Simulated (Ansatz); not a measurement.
Worked example: self-consistent single point of Ga2O3 (P1, 10 atoms in the cell) in Ansatz (an electronic-structure program).

Method: LDA (PW92), PAW files made with PBE (plane waves; Ansatz).

```
CELL_PARAMETERS angstrom
      2.49870     1.44263     4.48355
     -2.49870     1.44263     4.48355
      0.00000    -2.88525     4.48355
ATOMIC_POSITIONS crystal
  Ga 0.85330 0.85784 0.82410
  Ga 0.16244 0.14985 0.12559
  Ga 0.65847 0.64329 0.65085
  Ga 0.33803 0.35387 0.36303
  O  0.76415 0.42549 0.07178
  O  0.25375 0.52953 0.96047
  O  0.03549 0.78078 0.45911
  O  0.93982 0.27055 0.54174
  O  0.46348 0.03575 0.73938
  O  0.53107 0.95305 0.26394
```

Reference input (self-consistent single point, DFT, LDA (PW92), plane waves, PAW files made with PBE): basis.ecutwfc = 30.9 Ry; kpoints.mp_grid.grid = 4 4 4; hamiltonian.xc = lda; hamiltonian.pseudopotentials = {kind: paw} (the program's default PAW files); scf.occupations.method = fermi_dirac; scf.occupations.width = 0.0007 Ry. This run's input differs from it in these lines:

Ansatz 0.2 input:
```diff
@@ -24,3 +24,3 @@
 scf:
-  occupations: { method: fermi_dirac, width: 0.0007 Ry }
+  occupations: { method: fermi_dirac, width: 0.0367 Ry }
 output:
```

Output (repeated stretches shortened):

```
SCF iter   1: F=—  HF=-18165.022710 eV  |F-HF|=—  |Δ(HF+E_count)|=         —  Δρ=1.18e-1  dr2=5.89e0  ethr=3.10e-3  ⟨swp⟩=4.6  Hψ=7034  notcnv=0
all-band conjugate gradients solve this SCF's bands
preconditioner: auto → Resta (q_TF=auto, 2.685 Å⁻¹)
SCF iter   2: F=—  HF=-18163.529503 eV  |F-HF|=—  |Δ(HF+E_count)|=    1.49e0  Δρ=5.41e-2  dr2=1.43e0  ethr=3.10e-3  ⟨swp⟩=2.0  Hψ=4422  notcnv=0
   [... lines left out ...]
SCF iter   6: F=—  HF=-18162.840956 eV  |F-HF|=—  |Δ(HF+E_count)|=   1.47e-4  Δρ=1.66e-4  dr2=3.24e-5  ethr=4.36e-7  ⟨swp⟩=2.9  Hψ=4444  notcnv=0
SCF iter   7: F=—  HF=-18162.840979 eV  |F-HF|=—  |Δ(HF+E_count)|=   2.25e-5  Δρ=8.92e-5  dr2=4.95e-6  ethr=3.68e-8  ⟨swp⟩=2.0  Hψ=3501  notcnv=0
SCF iter   8: F=—  HF=-18162.840973 eV  |F-HF|=—  |Δ(HF+E_count)|=   5.91e-6  Δρ=2.86e-5  dr2=7.65e-7  ethr=5.63e-9  ⟨swp⟩=2.0  Hψ=3673  notcnv=0
SCF iter   9: F=-18162.840973 eV  HF=-18162.840973 eV  |F-HF|=2.28e-9  |Δ(HF+E_count)|=   4.75e-8  Δρ=6.08e-6  dr2=3.21e-8  ethr=1.14e-10  ⟨swp⟩=3.0  Hψ=8594  notcnv=0
SCF 1 converged in 9 iterations: F = -18162.840973 eV  dr2 = 3.21e-8
Free energy (F): -18162.840973 eV
Internal energy: -18162.670157 eV  (E = F + TS)
E sigma→0 (E₀):  -18162.755565 eV
Entropy (-TS):   -0.170816 eV (-17.082 meV/atom)
Fermi energy:    11.245138 eV
--- Forces (eV/Å), atoms counted from 1 ---
  atom   1  Ga    -0.14342781    -1.90855451     3.50071141
  atom   2  Ga     0.19993945    -0.50237475     0.11424640
  atom   3  Ga    -0.61477284    -0.45147995    -1.96793615
  atom   4  Ga     0.59646619     0.80818318     0.18261758
  atom   5  O     -1.55466336     0.57218503    -0.94271467
  atom   6  O     -0.97360342     1.47849138     0.70866338
  atom   7  O      2.55038680     1.29716839    -2.20539156
  atom   8  O      0.26240883    -1.04041677     0.47951029
  atom   9  O     -1.50300148    -0.89296896     0.35577325
  atom  10  O      1.18027319     0.63976096    -0.22545856
--- Stress (GPa, compression-positive) ---
       -1.292534       2.483933      -1.057158
        2.483933      -2.532589      -1.776358
       -1.057159      -1.776358       2.408105
  P = ⅓ Tr σ = -0.4723 GPa (-4.723 kbar)
  The stress holds the Pulay correction. Without it, at fixed plane waves, as pw.x and ABINIT print it: P = -1.1190 GPa
```

The run converged in 9 iterations. Against the reference run the free energy goes down by 3.5 meV/atom, the pressure goes from -1.02 to -0.47 GPa, the largest force goes from 4.009 to 3.990 eV/Å and the gap on the mesh goes from 2.492 to 2.504 eV.

The starting cell comes from a database of computed structures (which also holds hypothetical and non-ambient phases and stackings), without a prior relaxation at this level. Its atoms were displaced at random from the sites of space group no. 167. Forces in this geometry exceed 1 eV/Å. Ansatz's pressure includes its estimate of the finite-basis (Pulay) stress. Without the estimate this run gives -1.12 GPa.
